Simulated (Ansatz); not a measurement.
**Response to strain in WSi2**

Take WSi₂ (space group I4/mmm, No. 139; a = 3.202 Å, c = 7.818 Å; relaxed with 0.1 eV smearing) as the base. Axes: x, y, z lie along a, b, c of the conventional cell.

Strains are applied to the cell and any free atomic positions relax.

Level of theory: PBEsol/PAW in Ansatz (an electronic-structure program), no spin-orbit coupling.

Notes on the quantities. energy relative to the base: free energy F; pressure: mean of the normal stresses, compression positive.

```csv
case,energy relative to the base,pressure,shortest interatomic distance
base,0 meV/atom,0.0 GPa,2.588 Å
uniaxial strain ε_xx = −3.00 %,+17 meV/atom,7.3 GPa,2.581 Å
uniaxial strain ε_xx = −2.50 %,+12 meV/atom,6.0 GPa,2.585 Å
uniaxial strain ε_xx = −1.00 %,+1.9 meV/atom,2.3 GPa,2.590 Å
uniaxial strain ε_xx = −0.50 %,+0.5 meV/atom,1.1 GPa,2.589 Å
uniaxial strain ε_xx = +0.50 %,+0.5 meV/atom,-1.1 GPa,2.587 Å
uniaxial strain ε_xx = +1.00 %,+1.8 meV/atom,-2.2 GPa,2.586 Å
uniaxial strain ε_xx = +1.50 %,+4.0 meV/atom,-3.2 GPa,2.585 Å
uniaxial strain ε_xx = +2.00 %,+7.0 meV/atom,-4.2 GPa,2.583 Å
uniaxial strain ε_xx = +3.00 %,+15 meV/atom,-6.1 GPa,2.581 Å
```

Whether these cells are dynamically stable was not tested. The final runs are not spin-polarised.
